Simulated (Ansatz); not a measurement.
## ZnS (model structure, started from the litharge type, P4/nmm, No. 129, 4 atoms in the cell): equilibrium lattice constant a by level of theory

No measured value is used here.

```json
[
 {"level (code)": "PBE (Ansatz)", "value (Å)": "…"},
 {"level (code)": "PBEsol (Ansatz)", "value (Å)": "4.723"},
 {"level (code)": "PBE-D3(BJ) (Ansatz)", "value (Å)": "4.725"}
]
```

Task: Some entries are withheld; supply them.

Result: 
- PBE (Ansatz, a quantum-chemistry and plane-wave program), value (Å): 4.793

Ansatz's density-functional and Hartree–Fock values are scalar-relativistic unless marked +SOC, with PAW data made under PBE.

A model structure was made by putting elements into a prototype or built by hand; it is no filed structure, need not be a known phase, and can be a saddle point held by its symmetry.
